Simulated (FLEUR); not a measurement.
Worked example: self-consistent single point of Nb6AlGe (Pm-3, 8 atoms in the cell) in FLEUR.

Method: LDA (Perdew-Zunger), all-electron FLAPW (FLEUR), scalar-relativistic valence in FLEUR.

The change in words: lattice scaled by 0.98. Reference geometry:
```yaml
crystal:
  lattice:
    - [5.21768, 0.00000, 0.00000]
    - [0.00000, 5.21768, 0.00000]
    - [0.00000, 0.00000, 5.21768]
  atoms:
    - { symbol: Al, position: [0.50000, 0.50000, 0.50000] }
    - { symbol: Nb, position: [0.00000, 0.50000, 0.74995] }
    - { symbol: Nb, position: [0.00000, 0.50000, 0.25005] }
    - { symbol: Nb, position: [0.74995, 0.00000, 0.50000] }
    - { symbol: Nb, position: [0.25005, 0.00000, 0.50000] }
    - { symbol: Nb, position: [0.50000, 0.74995, 0.00000] }
    - { symbol: Nb, position: [0.50000, 0.25005, 0.00000] }
    - { symbol: Ge, position: [0.00000, 0.00000, 0.00000] }
```

Reference input (self-consistent single point, DFT, LDA (Perdew-Zunger), all-electron FLAPW (FLEUR), scalar-relativistic valence): Kmax = 4.5 1/bohr; GmaxXC = 15.8 1/bohr; xcFunctional = pz; jspins = 1; l_soc = F; mode = hist; fermiSmearingEnergy = 0.00367493 Htr; mesh (inpgen div1-3) = 5 5 5; inpgen gamma flag = false; Gmax = 15.8 1/bohr; numbands = 0; maxIterBroyd = 15. This run's input differs from it in these lines:

```diff
@@ -6,3 +6,3 @@
 0.0000000000 0.0000000000 1.0000000000
-9.8599880957
+9.6627876157
 1.0 1.0 1.0
@@ -50,5 +50,5 @@
          <bravaisMatrix>
-            <row-1>    9.8599880957000003     0.0000000000000000     0.0000000000000000</row-1>
-            <row-2>    0.0000000000000000     9.8599880957000003     0.0000000000000000</row-2>
-            <row-3>    0.0000000000000000     0.0000000000000000     9.8599880957000003</row-3>
+            <row-1>    9.6627876156999992     0.0000000000000000     0.0000000000000000</row-1>
+            <row-2>    0.0000000000000000     9.6627876156999992     0.0000000000000000</row-2>
+            <row-3>    0.0000000000000000     0.0000000000000000     9.6627876156999992</row-3>
          </bravaisMatrix>
```

Log, with long lists cut:

```
 Iteration:     1   Distance:      11.77115244 me/bohr^3
 Iteration:     2   Distance:      10.69212669 me/bohr^3
 Iteration:     3   Distance:       4.60929844 me/bohr^3
 Iteration:     4   Distance:       2.32815377 me/bohr^3
 Iteration:     5   Distance:       1.56347497 me/bohr^3
   [... 10 lines left out ...]
 Iteration:    16   Distance:       0.00014662 me/bohr^3
 Iteration:    17   Distance:       0.00007275 me/bohr^3
 Iteration:    18   Distance:       0.00002474 me/bohr^3
 Iteration:    19   Distance:       0.00000715 me/bohr^3
 Reset of history
 Run finished successfully
 Stop message:
   Structural relaxation: new displacements generated

[file out, last iteration]
             iter=     20
[...]
          total density-effective poten   -4.0933635196E+04
          total charge density-energy d   -7.8482036569E+02
 Updated energy parameters for spin:           1
[...]
 fermi energy and band-weighting factors:

[...]
FERMIE:
          first approx. to ef    (T=0)  :   0.534063 htr   (energy of the highest occ. eigenvalue)
          number of occ. states  (T=0)  :        524
          first approx. to seigv (T=0)  : -25.743501 htr
          sum of weights of occ. states :  47.512000
          sum of semicore charge        :   0.000000 e
FERHIS:  Fermi-Energy by histogram:
          bandgap                     :   0.001245 htr
   [... lines left out ...]
          charge neutrality (T=0)     :   0.024000    (zero if the highest occ. eigenvalue is "entirely" occupied)
     EF_NEWTON:  Adjust Fermi-Energy by Newton-Method.
 Direct bandgap for spin            1 :    6.8186735762132411E-003  Htr
 ---->    free energy=                    -25236.8346541845 htr
   [... lines left out ...]
 TOTAL FORCE FOR ATOM TYPE=  1  X=  4.831   Y=  4.831   Z=  4.831
                       FX_TOT= 0.000000 FY_TOT= 0.000000 FZ_TOT= 0.000000
 TOTAL FORCE FOR ATOM TYPE=  2  X=  0.000   Y=  4.831   Z= -2.416
                       FX_TOT= 0.000000 FY_TOT= 0.000000 FZ_TOT=-0.004538
 TOTAL FORCE FOR ATOM TYPE=  3  X=  0.000   Y=  0.000   Z=  0.000
                       FX_TOT= 0.000000 FY_TOT= 0.000000 FZ_TOT= 0.000000
```

The run converged in 19 iterations. FLEUR gives forces in its relaxation mode, with a further iteration, so its stop message speaks of a relaxation. 

The starting cell comes from a database of computed structures (which also holds hypothetical and non-ambient phases and stackings), without a prior relaxation at this level. Its lattice was rescaled by a random factor within 2.5 % of one. For this run, on top of that: lattice scaled by 0.98. Spin polarisation is off. Values depend on the basis (sphere radii, cutoffs, local orbitals), which need not be converged. The log's line on a gap gives a spacing of levels on this mesh, which the program prints for metals too.

These are the values that this program gave, and no reference: the default basis lacks the next d shell.

Cost on one core of a shared machine: roughly 6 min.
